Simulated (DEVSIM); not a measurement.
Structure: Mo/Al2O3/p-InP capacitor, at 300 K.

```csv
layer (left to right),material,thickness (nm),Na (cm⁻³)
1,Al2O3,3.30,-
2,InP,16000,1.6e15
```

Metal gate on the left, work function 4.6 eV. Fixed charge at the semiconductor interface 1.1e12 cm⁻² (in units of +e); no interface traps.

The device is made up for the run: typed textbook-type constants, with dimensions and the other settings drawn at random. Values at 300 K.

```tsv
parameter	Al2O3	InP
gap (eV)	6.8	1.344
affinity (eV)	1.35	4.38
permittivity	9	12.5
Nc (cm⁻³)	-	5.7e17
Nv (cm⁻³)	-	1.1e19
```

Model (solved in DEVSIM): 1D Poisson equation in equilibrium, Boltzmann statistics, complete ionisation; no quantum confinement or tunnelling. Metal contacts follow the ideal Schottky-Mott rule: no Fermi-level pinning, no interface dipoles.

The interface trap density was swept, all else fixed.

```csv
interface trap density (cm^-2 eV^-1),flat-band voltage (V),minimum of the low-frequency capacitance (μF/cm²),threshold voltage (band bending 2φF) (V)
0,-0.97,0.0132,0.00
1e10,-0.97,0.0148,0.01
1e11,-0.97,0.0289,0.01
3e11,-0.98,0.0598,0.02
1e12,-1.00,0.162,0.04
2e12,-1.03,0.293,0.07
```

From the first row to the last the flat-band voltage goes from -0.97 to -1.03. From the first row to the last the minimum of the low-frequency capacitance goes from 0.0132 to 0.293.
